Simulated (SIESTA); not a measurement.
A self-consistent single point of Nb2AsC (P1, 8 atoms in the cell) with SIESTA.

Method: LDA PW92, numerical atomic orbitals DZP, PseudoDojo LDA standard norm-conserving potentials (rewritten from UPF to PSML) run with SIESTA.

The change in words: atoms moved at random. Reference geometry:
```yaml
crystal:
  lattice:
    - [3.37738, 0.00000, 0.00000]
    - [-1.68869, 2.92490, 0.00000]
    - [0.00000, 0.00000, 12.00355]
  atoms:
    - { symbol: Nb, position: [0.33333, 0.66667, 0.40533] }
    - { symbol: Nb, position: [0.66667, 0.33333, 0.59467] }
    - { symbol: Nb, position: [0.66667, 0.33333, 0.90533] }
    - { symbol: Nb, position: [0.33333, 0.66667, 0.09467] }
    - { symbol: As, position: [0.66667, 0.33333, 0.25000] }
    - { symbol: As, position: [0.33333, 0.66667, 0.75000] }
    - { symbol: C, position: [0.00000, 0.00000, 0.50000] }
    - { symbol: C, position: [0.00000, 0.00000, 0.00000] }
```

Reference input (self-consistent single point, DFT, LDA PW92, numerical atomic orbitals DZP, PseudoDojo LDA standard norm-conserving potentials (rewritten from UPF to PSML)): XC.functional = LDA; XC.authors = PW92; potentials = PseudoDojo LDA standard; PAO.BasisSize = DZP; PAO.EnergyShift = 0.005 Ry; MeshCutoff = 300 Ry; kgrid.MonkhorstPack = 7 7 2; OccupationFunction = MP; OccupationMPOrder = 0; ElectronicTemperature = 0.2 eV; MaxSCFIterations = 150; SCF.Mixer.Method = Pulay. This run's input differs from it in these lines:

```diff
@@ -19,10 +19,10 @@
 %block AtomicCoordinatesAndAtomicSpecies
-    -0.000002022    1.949934308    4.865399732  1
-     1.688693022    0.974965692    7.138152268  1
-     1.688693022    0.974965692   10.867175732  1
-    -0.000002022    1.949934308    1.136376268  1
-     1.688693022    0.974965692    3.000888000  2
-    -0.000002022    1.949934308    9.002664000  2
-     0.000000000    0.000000000    6.001776000  3
-     0.000000000    0.000000000    0.000000000  3
+    -0.007842623    1.989604727    4.830925531  1
+     1.666603238    1.038649539    7.136147675  1
+     1.644832634    0.995331770   10.853791772  1
+     0.027280496    1.841315222    1.167453464  1
+     1.728956496    0.958361034    2.988788420  2
+    -0.044615564    1.958331696    9.008149623  2
+    -0.019318625   -0.034554769    6.040031320  3
+     0.070180325    0.027660779   -0.012855804  3
 %endblock AtomicCoordinatesAndAtomicSpecies
```

The program printed (abridged):

```
        iscf     Eharris(eV)        E_KS(eV)     FreeEng(eV)     dDmax    Ef(eV) dHmax(eV)
   scf:    1   -12776.406861   -12858.428671   -12858.470524  0.507386 -3.430196 12.264849
   scf:    2   -12891.792809   -12882.135149   -12882.180809  0.381900 -3.993700  4.525208
   scf:    3   -12872.955178   -12880.050750   -12880.106539  0.199142 -4.252577  8.980283
   scf:    4   -12882.885886   -12883.099204   -12883.150296  0.136383 -4.275595  1.575157
   scf:    5   -12882.945398   -12883.097284   -12883.149304  0.048320 -4.321412  1.975195
   [... 9 lines left out ...]
   scf:   15   -12883.223403   -12883.223403   -12883.276841  0.000159 -4.457958  0.001675
   scf:   16   -12883.223404   -12883.223404   -12883.276841  0.000147 -4.457934  0.000323
   scf:   17   -12883.223403   -12883.223404   -12883.276841  0.000026 -4.457948  0.000165
   scf:   18   -12883.223403   -12883.223403   -12883.276841  0.000009 -4.457948  0.000124
SCF Convergence by DM+H criterion
max |DM_out - DM_in|         :     0.0000087915
max |H_out - H_in|      (eV) :     0.0001239357
SCF cycle converged after 18 iterations

Using DM_out to compute the final energy and forces

siesta: E_KS(eV) =           -12883.2234

siesta: E_KS - E_eggbox =    -12883.2234

siesta: Atomic forces (eV/Ang):
     1    0.046289   -0.570111    1.271841
     2   -0.054499   -0.945035   -0.655807
     3    0.768290   -0.057761    0.880943
     4    0.189930    1.353141   -1.228775
     5   -0.227541   -0.121210    0.222852
     6    0.168771    0.196249   -0.093082
     7    0.086715    1.130284   -0.575198
     8   -0.980336   -0.989176    0.174957
   Tot   -0.002382   -0.003618   -0.002269
   Max    1.353141
   Res    0.701052    sqrt( Sum f_i^2 / 3N )
   Max    1.353141    constrained

   [... lines left out ...]
siesta: FreeEng =    -12883.276841
   [... lines left out ...]
siesta:     0.076827   -0.002778    0.003086
siesta:    -0.002778    0.079743   -0.000831
siesta:     0.003086   -0.000831    0.067461

siesta: Cell volume =        118.577179 Ang**3

siesta: Pressure (static):
siesta:                Solid            Molecule  Units
siesta:          -0.00081333         -0.00103335  Ry/Bohr**3
siesta:          -0.07467697         -0.09487758  eV/Ang**3
siesta:        -119.64569899       -152.01063447  kBar
```

The run converged in 18 iterations. Against the reference run the free energy rises by 36.5 meV/atom, the pressure goes from -12.41 to -11.96 GPa and the largest force goes from 0.648 to 1.838 eV/Å.

The starting cell comes from a database of computed structures (which also holds hypothetical and non-ambient phases and stackings), without a prior relaxation at this level. Its lattice was rescaled by a random factor within 2.5 % of one. For this run, on top of that: atoms moved at random. Spin polarisation is off. Values carry the incompleteness of an atom-centred basis. With a pressure of about -12 GPa the cell is away from its equilibrium volume at this level. Forces in this geometry exceed 1 eV/Å.

Cost on one core of a shared machine: roughly 2 min.
